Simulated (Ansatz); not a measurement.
# Effect of pressure 9 GPa on TiC

The parent structure is TiC in the rock salt structure (space group Fm-3m, No. 225; a = 4.3330 Å).

The change: cell and atoms relaxed at a pressure of 9 GPa.

Level of theory: Ansatz (a quantum-chemistry and plane-wave program), PBE, PAW, cutoff 420 eV, without spin-orbit coupling. Γ-centred 18×18×18 mesh, Fermi–Dirac width 0.05 eV.

| quantity | base | changed | shift |
|---|---|---|---|
| volume per atom | 10.17 Å³ | 9.83 Å³ | -0.34 Å³ |
| lattice parameter a | 4.333 Å | 4.285 Å | -0.048 Å |
| shortest interatomic distance | 2.167 Å | 2.142 Å | -0.0241 Å |
| band gap | zero | zero | – |

Load acts through the strain it causes; cell and atoms are relaxed under it. Whether these cells are dynamically stable was not tested. Competing high-pressure phases were not computed. All final runs are without spin polarisation.
